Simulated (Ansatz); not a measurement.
Base system: Ti in the hcp (Mg type) structure (space group P6_3/mmc, No. 194; a = 2.9395 Å, c = 4.6539 Å; relaxed with 0.1 eV smearing). Axes: x lies along a and z along c of the hexagonal cell.

(Cell as relaxed with PBE.)

Levels (all Ansatz, a quantum-chemistry and plane-wave program, PAW, earlier PAW set): PBE (420 eV, no spin-orbit coupling); r2SCAN (500 eV, no spin-orbit coupling).

Each level relaxes its own structure.

```tsv
base	PBE	r2SCAN
volume per atom	17.41 Å³	17.33 Å³
lattice parameter a	2.939 Å	2.937 Å
band gap	zero	zero
```

Perturbation: the cell is compressed by 1.63 % along z with no lateral relaxation, atoms relaxed at fixed cell.

```tsv
quantity	PBE	r2SCAN
pressure (mean of the normal stresses, compression positive)	1.9 GPa	2.0 GPa
shortest interatomic distance	2.850 Å	2.843 Å
```

PBE's shortest interatomic distance lies 0.0060 Å above r2SCAN's (0.2 %). Neither level is exact; r2SCAN is the comparison here, not a measurement.

The cells carry an imposed strain or load. No phonon test of stability was made. All final runs are without spin polarisation.
